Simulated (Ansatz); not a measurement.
## A computed series for hypothetical diamond Os: response to strain

Consider Os in the diamond structure (space group Fd-3m, No. 227; a hypothetical phase, not in the database extracts checked; relaxed with 0.1 eV smearing).

```
CELL_PARAMETERS angstrom
      0.00000     2.77837     2.77837
      2.77837     0.00000     2.77837
      2.77837     2.77837     0.00000
ATOMIC_POSITIONS crystal
  Os 0.25000 0.25000 0.25000
  Os 0.00000 0.00000 0.00000
```

Cartesian axes are those of the cell as printed.

Strains are applied to the cell and any free atomic positions relax; under biaxial strain the out-of-plane vector relaxes too; under stress the whole cell relaxes.

Computed with PBE (Ansatz, a first-principles code, PAW, without spin-orbit coupling).

Notes on the quantities. energy relative to the base: free energy F; pressure: mean of the normal stresses, compression positive.

```tsv
variant	energy relative to the base	volume per atom	pressure
base	0 meV/atom	21.45 Å³	0.0 GPa
biaxial strain +3.19 %, plane normal [111], relaxed out of plane	-9.9 meV/atom	21.02 Å³	1.6 GPa
biaxial strain +4.29 %, plane normal [111], relaxed out of plane	-14 meV/atom	21.06 Å³	0.0 GPa
isotropic strain −3.47 %	+168 meV/atom	19.29 Å³	27.6 GPa
uniaxial strain ε_yy = +4.73 %	+31 meV/atom	22.46 Å³	-8.7 GPa
uniaxial strain ε_zz = −1.17 %	+2.0 meV/atom	21.20 Å³	2.5 GPa
uniaxial stress, 5 GPa compression along x	+51 meV/atom	20.45 Å³	–
```

Stability under load was not tested beyond the relaxation. All final runs are without spin polarisation. Under biaxial strain +3.19 %, plane normal [111], relaxed out of plane and biaxial strain +4.29 %, plane normal [111], relaxed out of plane the cell ends below the base's energy or with stress of the wrong sign: the atoms slid into a distortion or the cell is elastically unstable, so the base is not a stable minimum at this level. Under uniaxial stress, 5 GPa compression along x the cell changed shape so far that it is another structure.
